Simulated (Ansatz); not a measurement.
We consider stishovite (SiO2), described by PBE (Ansatz, a quantum-chemistry and plane-wave program, PAW).

Numerical settings: plane-wave cutoff 520 eV, 8×8×12 k mesh (along the axes of the cell as run), Fermi–Dirac smearing 0.01 eV, scalar-relativistic PAW data made under PBE.

The cell is scaled about its equilibrium volume:

Shape and atoms are relaxed at each volume.

```
V (Å³/atom)  P (GPa)  direct gap at Γ (eV)  c (Å)  a (Å)
-----------  -------  --------------------  -----  -----
7.725          11.86                 5.658  2.670  4.166
7.886           5.54                 5.338  2.681  4.201
8.047          -0.01                 5.041  2.690  4.236
8.208          -4.83                 4.768  2.698  4.272
8.369          -8.97                 4.522  2.704  4.309
```

A straight line through the gaps at Γ against ln V gives a volume deformation potential dE_g(Γ)/d ln V of -14.2 eV: the gap at Γ widens under compression.

Note: the bulk modulus comes from volumes at which shape and atoms were relaxed.
